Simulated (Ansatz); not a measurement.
Results of r²SCAN in Ansatz (PAW) for B20 (FeSi-type) CoSi.

Input file:

Ansatz 0.2 input:
```yaml
crystal:
  lattice:
    - [4.3830996202, 0.0, 0.0]
    - [0.0, 4.3830996202, 0.0]
    - [0.0, 0.0, 4.3830996202]
  atoms:
    - { symbol: Co, position: [0.8543291888, 0.6456708112, 0.3543291888] }
    - { symbol: Co, position: [0.3543291888, 0.8543291888, 0.6456708112] }
    - { symbol: Co, position: [0.1456708112, 0.1456708112, 0.1456708112] }
    - { symbol: Co, position: [0.6456708112, 0.3543291888, 0.8543291888] }
    - { symbol: Si, position: [0.156379848, 0.343620152, 0.656379848] }
    - { symbol: Si, position: [0.656379848, 0.156379848, 0.343620152] }
    - { symbol: Si, position: [0.843620152, 0.843620152, 0.843620152] }
    - { symbol: Si, position: [0.343620152, 0.656379848, 0.156379848] }
basis:
  ecutwfc: 560
  ecutrho_ratio: 4
  xc_grid: 3
kpoints:
  mp_grid: { grid: [12, 12, 12] }
hamiltonian:
  xc: r2scan
  dispersion: none
  pseudopotentials: { kind: paw }
scf:
  occupations: { method: fermi_dirac, width: 0.05 }
  convergence: { dr2_threshold: 0.0000000008 }
output:
  forces: true
  stress: true
  eigenvalues: true
```

The run printed, among other lines:

```
Crystal: 8 atoms, lattice volume = 84.206 Å³
Basis set: ecut = 560 eV, 2517 PW (Γ), exchange–correlation on 108×108×108 points (27 copies of the dense FFT grid, shifted against one another)
Bands: 51, of which v1, the nominal top of the filled ones, is band 42 counted from 1 (41 counted from 0)
Symmetry: 12 space group operations
Space group: P213 (ITA 198), of the structure as read, at distance tolerance 4.4e-5 Å
k-points: 119 of 1728 (time reversal used)
Functional: x = r2scan, c = r2scan; τ floored in thin density (d = 2e-4 eV/Å³)
SCF iter   1: F=—  HF=-23086.113854 eV  |F-HF|=—  |Δ(HF+E_count)|=         —  Δρ=2.57e-2  dr2=4.17e-1  dr2_τ=2.26e-1
SCF iter   2: F=—  HF=-23086.351718 eV  |F-HF|=—  |Δ(HF+E_count)|=   2.38e-1  Δρ=1.31e-2  dr2=6.87e-2  dr2_τ=1.36e-3
  ...
SCF iter   9: F=—  HF=-23086.331585 eV  |F-HF|=—  |Δ(HF+E_count)|=   1.53e-8  Δρ=5.73e-6  dr2=1.72e-8  dr2_τ=3.39e-10
SCF iter  10: F=-23086.331585 eV  HF=-23086.331585 eV  |F-HF|=1.35e-10  |Δ(HF+E_count)|=  4.33e-10  Δρ=6.85e-7  dr2=2.59e-10  dr2_τ=1.02e-10
SCF 1 converged in 10 iterations: F = -23086.331585 eV  dr2 = 2.59e-10
SCF converged after 10 iterations
Free energy (F): -23086.331585 eV
Internal energy: -23086.320060 eV  (E = F + TS)
E sigma→0 (E₀):  -23086.325822 eV
Fermi energy:    17.286253 eV
--- Forces (eV/Å), atoms counted from 1 ---
  atom   1  Co    -0.00022461     0.00022461    -0.00022461
  atom   2  Co    -0.00022461    -0.00022461     0.00022461
  atom   3  Co     0.00022461     0.00022461     0.00022461
  atom   4  Co     0.00022461    -0.00022461    -0.00022461
  atom   5  Si     0.00132558    -0.00132558     0.00132558
  atom   6  Si     0.00132558     0.00132558    -0.00132558
  atom   7  Si    -0.00132558    -0.00132558    -0.00132558
  atom   8  Si    -0.00132558     0.00132558     0.00132558
--- Stress (GPa, compression-positive) ---
       -0.004661      -0.000000       0.000000
       -0.000000      -0.004661       0.000000
        0.000000       0.000000      -0.004661
  P = ⅓ Tr σ = -0.0047 GPa (-0.047 kbar)
```

The PAW data were made under PBE.

The result took about 2.5 core-minutes (a rough figure).

Ansatz is an electronic-structure program.
